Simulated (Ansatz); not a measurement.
The starting structures come from a database of crystals and need not be the phases stable at ambient conditions.

 Where the default PAW files enter, the runs use the earlier of Ansatz's two default sets.

Given:

```
O2Si
1.0
    4.11412     0.00000     0.00000
    0.00000     5.08125     0.00000
    0.00000     0.00000     4.52716
Si O
4 8
Direct
  0.50000   0.65231   0.75000
  0.50000   0.34769   0.25000
  0.00000   0.84769   0.25000
  0.00000   0.15231   0.75000
  0.73090   0.38242   0.57997
  0.26910   0.61758   0.42003
  0.76910   0.11758   0.07997
  0.23090   0.88242   0.92003
  0.23090   0.11758   0.42003
  0.76910   0.88242   0.57997
  0.26910   0.38242   0.92003
  0.73090   0.61758   0.07997
```

Space group of this cell: Pbcn. The cell is taken as given; by r2SCAN its mean pressure is -9.8 GPa.

Level of theory: r2SCAN (plane waves, PAW; Ansatz, a program for electronic structure).

The current runs along the normal of the first two printed vectors; no spin-orbit coupling. Scaled by the factor s: both lengths across the current (ions clamped). Meshes 8×6×8 and 8×6 across the current in all rows.

```
s     mean pressure (GPa)  slowest mid-gap decay constant κ (1/Å)
----  -------------------  --------------------------------------
0.98                  3.2                                       ?
1.00                 -9.8                                   0.399
1.02                -20.4                                   0.373
```

### Question
Take the slope of the slowest mid-gap decay constant κ against ln s from the two given rows, extrapolate to s = 0.98, and say what the run there gives.

### Answer
Slope = (0.373 − 0.399) / ln 1.02 = -1.31 1/Å. The line gives 0.399 + (-1.31) × ln 0.98 = 0.426 1/Å. The run gives 0.423 1/Å, 0.003 1/Å under the line, 10 % of the predicted step.
